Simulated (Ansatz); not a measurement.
Input and output of a self-consistent single point for B₂Ru (Fddd, 6 atoms in the cell) (Ansatz, an electronic-structure program).

Computed with PBE with spin-orbit coupling (plane waves, PAW; Ansatz).

```
CELL_PARAMETERS angstrom
      0.00000     3.42431     3.54170
      1.98820     0.00000     3.54170
      1.98820     3.42431     0.00000
ATOMIC_POSITIONS crystal
  B  0.66350 0.33650 0.66350
  B  0.33650 0.66350 0.33650
  B  0.58650 0.91350 0.58650
  B  0.91350 0.58650 0.91350
  Ru 0.00000 0.00000 0.00000
  Ru 0.25000 0.25000 0.25000
```

Reference input (self-consistent single point, DFT, PBE, plane waves, default PAW files): basis.ecutwfc = 30.9 Ry; kpoints.mp_grid.grid = 9 9 9; hamiltonian.xc = pbe; hamiltonian.pseudopotentials = {kind: paw} (the program's default PAW files); scf.occupations.method = cold; scf.occupations.width = 0.0037 Ry. This run's input differs from it in these lines:

Ansatz 0.2 input:
```diff
@@ -19,2 +19,5 @@
   pseudopotentials: { kind: paw }
+magnetization:
+  noncollinear: true
+  spin_orbit: true
 scf:
```

Log, with long lists cut:

```
SCF iter   1: F=—  HF=-12387.868648 eV  |F-HF|=—  |Δ(HF+E_count)|=         —  Δρ=1.76e-1  dr2=2.09e1  dr2_m=0.00e0 (ungated)  ethr=3.10e-3  |M|=0.00e0 ∫|m|=0.00e0 μB  |m|>n=0.0e0 m-floor=0.0e0 τ_xc=0.0e0  β_m=0.30  ⟨swp⟩=5.1  Hψ=15886  notcnv=0  defer=38
all-band conjugate gradients solve this SCF's bands
preconditioner: auto → none
   [... lines left out ...]
SCF iter   7: F=—  HF=-12383.764015 eV  |F-HF|=—  |Δ(HF+E_count)|=   2.08e-6  S|Δr|=    0.00e0  Δρ=2.00e-5  dr2=7.14e-8  dr2_m=0.00e0 (ungated)  ethr=2.27e-10  |M|=0.00e0 ∫|m|=0.00e0 μB  |m|>n=0.0e0 m-floor=0.0e0 τ_xc=0.0e0  β_m=0.79  ⟨swp⟩=10.1  [...]
SCF iter   8: F=-12383.764015 eV  HF=-12383.764015 eV  |F-HF|=6.58e-10  |Δ(HF+E_count)|=   1.23e-8  S|Δr|=    0.00e0  Δρ=2.56e-6  dr2=1.20e-9  dr2_m=0.00e0 (ungated)  ethr=1.62e-10  |M|=0.00e0 ∫|m|=0.00e0 μB  |m|>n=0.0e0 m-floor=0.0e0 τ_xc=0.0e0  [...]
SCF 1 converged in 8 iterations: F = -12383.764015 eV  dr2 = 1.20e-9
Stability not checked (fill_not_monotonic)
Magnetization: |M| = 0.0000 μB,  M = (+0.0000, +0.0000, +0.0000) μB
Absolute magnetization: 0.0000 μB (∫|m|)
  site 0: m = (+0.0000, +0.0000, +0.0000) μB, |m| = 0.0000 μB  (R = 0.87 Å)
  site 1: m = (+0.0000, +0.0000, +0.0000) μB, |m| = 0.0000 μB  (R = 0.87 Å)
  site 2: m = (+0.0000, +0.0000, +0.0000) μB, |m| = 0.0000 μB  (R = 0.87 Å)
  site 3: m = (+0.0000, +0.0000, +0.0000) μB, |m| = 0.0000 μB  (R = 0.87 Å)
  site 4: m = (+0.0000, +0.0000, +0.0000) μB, |m| = 0.0000 μB  (R = 0.87 Å)
   [... lines left out ...]
Free energy (F): -12383.764015 eV
Fermi energy:    20.607266 eV
   [... lines left out ...]
  atom   6  Ru     0.00000000     0.00000000     0.00000000
--- Stress (GPa, compression-positive) ---
       17.050185       0.000000       0.000000
        0.000000      39.867374       0.000000
        0.000000       0.000000      34.562971
  P = ⅓ Tr σ = 30.4935 GPa (304.935 kbar)
  The stress holds the Pulay correction. Without it, at fixed plane waves, as pw.x and ABINIT print it: P = 30.2588 GPa
```

The run converged in 8 iterations. Against the reference run the pressure hardly changes (30.51 to 30.49 GPa), the largest force moves little (0.933 to 0.934 eV/Å) and the gap on the mesh hardly changes (0.955 to 0.946 eV).

The starting cell was generated: these elements placed on a structure prototype, without a prior relaxation; it need not be a known phase or ordering of this composition. With a pressure of about 30 GPa the cell is away from its equilibrium volume at this level. Ansatz's pressure includes its estimate of the finite-basis (Pulay) stress.

Cost on one core of a shared machine: roughly 50 s.
